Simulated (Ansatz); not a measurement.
SrO, pressure series

The parent structure is SrO in the rock salt structure (space group Fm-3m, No. 225).

```xyz
2
Lattice="0.0000 2.5975 2.5975 2.5975 0.0000 2.5975 2.5975 2.5975 0.0000" Properties=species:S:1:pos:R:3 pbc="T T T"
Sr     0.0000     0.0000     0.0000
O      2.5975     2.5975     2.5975
```

Cell and atoms are relaxed at each pressure.

Method: plane-wave PAW DFT at the PBE level (Ansatz, a program for electronic structure, 420 eV), scalar-relativistic without spin-orbit coupling.

```json
[
 {"change": "base", "volume per atom": "17.52 Å³", "electron mass": "1.2 mₑ along k, 0.41 mₑ across (at X)"},
 {"change": "pressure −2 GPa", "volume per atom": "17.97 Å³", "electron mass": "1.2 mₑ along k, 0.41 mₑ across (at X)"},
 {"change": "pressure −1 GPa", "volume per atom": "17.74 Å³", "electron mass": "1.2 mₑ along k, 0.41 mₑ across (at X)"},
 {"change": "pressure 0.3 GPa", "volume per atom": "17.47 Å³", "electron mass": "1.2 mₑ along k, 0.41 mₑ across (at X)"},
 {"change": "pressure 0.7 GPa", "volume per atom": "___", "electron mass": "1.2 mₑ along k, 0.40 mₑ across (at X)"},
 {"change": "pressure 1.5 GPa", "volume per atom": "17.23 Å³", "electron mass": "1.2 mₑ along k, 0.40 mₑ across (at X)"},
 {"change": "pressure 3 GPa", "volume per atom": "16.96 Å³", "electron mass": "1.2 mₑ along k, 0.40 mₑ across (at X)"},
 {"change": "pressure 5 GPa", "volume per atom": "16.63 Å³", "electron mass": "1.2 mₑ along k, 0.39 mₑ across (at X)"},
 {"change": "pressure 7.5 GPa", "volume per atom": "16.26 Å³", "electron mass": "1.2 mₑ along k, 0.39 mₑ across (at X)"},
 {"change": "pressure 10 GPa", "volume per atom": "15.93 Å³", "electron mass": "1.2 mₑ along k, 0.38 mₑ across (at X)"}
]
```

What belongs in the blanks?


- pressure 0.7 GPa, volume per atom: 17.38 Å³

For one case the stability test of the SCF state gave doubtful readings. The levels and masses belong to the bands next to the band gap. Load acts through the strain it causes; cell and atoms are relaxed under it. Effective masses come from finite differences of ±0.01 Å⁻¹. Along k means along the line from Γ to the band edge. No phonon test of stability was made. No other phases were tried under pressure.
